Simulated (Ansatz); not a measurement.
**cubic HfO2 (1 1 1) on zinc-blende GaAs (1 1 1) (film strained to the substrate, faces as cut)**

A periodic stack without vacuum, cubic HfO2 (1 1 1) on zinc-blende GaAs (1 1 1) (film strained to the substrate, faces as cut): substrate slab As12Ga12, film Hf16O32, surface cells [[1, 1], [-2, 1]] and [[2, 0], [-2, 2]], film strained by -2.4 and -2.4 %, faces As/Ga and O/O as cut (like faces can put a slab off its formula).

The start was prepared with a machine-learned potential, and the result is one local minimum, with the in-plane cell held and forces under 0.04 eV/Å; the film can end far from its bulk form.

Calculation: PBE (plane waves to 420 eV, PAW; Ansatz, an electronic-structure program). No spin–orbit coupling; the runs are not spin-polarised; PBE gaps are too small against experiment. Its k-point mesh 4×4×1, Fermi–Dirac width 0.05 eV.

| Property | Result |
|---|---|
| interface area | 42.9 Å² |
| period | 28.58 Å |
| gaps between the outermost planes at the two interfaces | 1.65 and 2.61 Å |
| Ga–Hf contacts across the interfaces within 1.22 times the sum of covalent radii | 2, mean 3.11 Å |
| As–Hf contacts across the interfaces within 1.22 times the sum of covalent radii | 1, mean 3.16 Å |
| Ga–O contacts across the interfaces within 1.22 times the sum of covalent radii | 1, mean 1.93 Å |
| two interfaces | unlike, so that offsets are their mean |

```yaml
crystal:
  lattice:
    - [7.03429, -0.00041, 0.19395]
    - [-3.51821, 6.09423, -0.04609]
    - [-2.72364, 1.26596, 28.52467]
  atoms:
    - { symbol: As, position: [0.37199, 0.70058, 0.05863] }
    - { symbol: As, position: [0.77993, 0.93017, 0.06130] }
    - { symbol: As, position: [0.59780, 0.52125, 0.06185] }
    - { symbol: As, position: [0.58122, 0.68729, 0.18451] }
    - { symbol: As, position: [0.24548, 0.02165, 0.16862] }
    - { symbol: As, position: [0.91181, 0.35423, 0.17104] }
    - { symbol: As, position: [0.93307, 0.65478, 0.29201] }
    - { symbol: As, position: [0.59122, 0.99562, 0.29260] }
    - { symbol: As, position: [0.25575, 0.31883, 0.28712] }
    - { symbol: As, position: [0.27979, 0.61426, 0.41329] }
    - { symbol: As, position: [0.94254, 0.96373, 0.40419] }
    - { symbol: As, position: [0.60759, 0.29509, 0.41309] }
    - { symbol: Ga, position: [0.88479, 0.00773, 0.14525] }
    - { symbol: Ga, position: [0.57962, 0.38670, 0.14578] }
    - { symbol: Ga, position: [0.26158, 0.69110, 0.14417] }
    - { symbol: Ga, position: [0.25566, 0.99228, 0.25665] }
    - { symbol: Ga, position: [0.91883, 0.33133, 0.25842] }
    - { symbol: Ga, position: [0.59367, 0.66723, 0.26855] }
    - { symbol: Ga, position: [0.59282, 0.96749, 0.37980] }
    - { symbol: Ga, position: [0.28002, 0.29419, 0.37168] }
    - { symbol: Ga, position: [0.94528, 0.63032, 0.37907] }
    - { symbol: Ga, position: [0.93847, 0.89103, 0.49123] }
    - { symbol: Ga, position: [0.32261, 0.25918, 0.47339] }
    - { symbol: Ga, position: [0.26277, 0.77701, 0.49139] }
    - { symbol: Hf, position: [0.72243, 0.28413, 0.60121] }
    - { symbol: Hf, position: [0.71833, 0.78678, 0.58164] }
    - { symbol: Hf, position: [0.20567, 0.23588, 0.60630] }
    - { symbol: Hf, position: [0.21984, 0.77096, 0.60410] }
    - { symbol: Hf, position: [0.07504, 0.89851, 0.71646] }
    - { symbol: Hf, position: [0.07600, 0.40863, 0.70437] }
    - { symbol: Hf, position: [0.57893, 0.88120, 0.70357] }
    - { symbol: Hf, position: [0.57869, 0.39336, 0.71903] }
    - { symbol: Hf, position: [0.43723, 0.52302, 0.83120] }
    - { symbol: Hf, position: [0.44616, 0.02256, 0.81623] }
    - { symbol: Hf, position: [0.94284, 0.50964, 0.82391] }
    - { symbol: Hf, position: [0.94083, 0.01608, 0.82966] }
    - { symbol: Hf, position: [0.80245, 0.15510, 0.93270] }
    - { symbol: Hf, position: [0.80389, 0.65266, 0.93164] }
    - { symbol: Hf, position: [0.30014, 0.14390, 0.93101] }
    - { symbol: Hf, position: [0.30393, 0.64085, 0.94974] }
    - { symbol: O, position: [0.39136, 0.72329, 0.54911] }
    - { symbol: O, position: [0.39393, 0.09960, 0.58040] }
    - { symbol: O, position: [0.90619, 0.58891, 0.57094] }
    - { symbol: O, position: [0.88653, 0.14864, 0.57101] }
    - { symbol: O, position: [0.10788, 0.43917, 0.63196] }
    - { symbol: O, position: [0.01672, 0.90774, 0.62028] }
    - { symbol: O, position: [0.53278, 0.47525, 0.60662] }
    - { symbol: O, position: [0.57479, 0.88865, 0.63138] }
    - { symbol: O, position: [0.72624, 0.28764, 0.67226] }
    - { symbol: O, position: [0.75741, 0.71147, 0.69524] }
    - { symbol: O, position: [0.27093, 0.21203, 0.68063] }
    - { symbol: O, position: [0.22778, 0.77188, 0.67856] }
    - { symbol: O, position: [0.45580, 0.04222, 0.74318] }
    - { symbol: O, position: [0.39126, 0.55729, 0.72961] }
    - { symbol: O, position: [0.90781, 0.08560, 0.72351] }
    - { symbol: O, position: [0.94182, 0.52849, 0.74680] }
    - { symbol: O, position: [0.08881, 0.90335, 0.78767] }
    - { symbol: O, position: [0.11364, 0.33394, 0.80533] }
    - { symbol: O, position: [0.63158, 0.84734, 0.79996] }
    - { symbol: O, position: [0.58294, 0.38502, 0.79089] }
    - { symbol: O, position: [0.79616, 0.65601, 0.85735] }
    - { symbol: O, position: [0.75382, 0.18595, 0.85011] }
    - { symbol: O, position: [0.26814, 0.70417, 0.83663] }
    - { symbol: O, position: [0.31290, 0.15922, 0.85753] }
    - { symbol: O, position: [0.42932, 0.50847, 0.90207] }
    - { symbol: O, position: [0.46358, 0.95918, 0.91654] }
    - { symbol: O, position: [0.00139, 0.48525, 0.90715] }
    - { symbol: O, position: [0.95675, 0.01091, 0.90079] }
    - { symbol: O, position: [0.14241, 0.28719, 0.96745] }
    - { symbol: O, position: [0.11643, 0.81393, 0.96126] }
    - { symbol: O, position: [0.63630, 0.32515, 0.95507] }
    - { symbol: O, position: [0.65909, 0.79276, 0.96390] }
```
